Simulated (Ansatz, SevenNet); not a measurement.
Fluorite NiSi2: enthalpy of formation by level of theory

No measured value is used here.

| level (code) | value (eV/atom) |
|---|---|
| SevenNet-0 (SevenNet) | -0.375 |
| LDA (Ansatz) | -0.468 |
| PBE (Ansatz) | -0.353 |
| rVV10 (Ansatz) | [?] |
| r²SCAN (Ansatz) | -0.352 |

Task: What belongs in the gaps?

Result: 
- rVV10 (Ansatz, a program for electronic structure), value (eV/atom): -0.242

Each level is taken at its own relaxed cell. Ansatz's density-functional and Hartree–Fock values are scalar-relativistic unless marked +SOC, with PAW data made under PBE.

Machine-learned potentials (SevenNet-0) are trained on DFT data, which may include these solids.
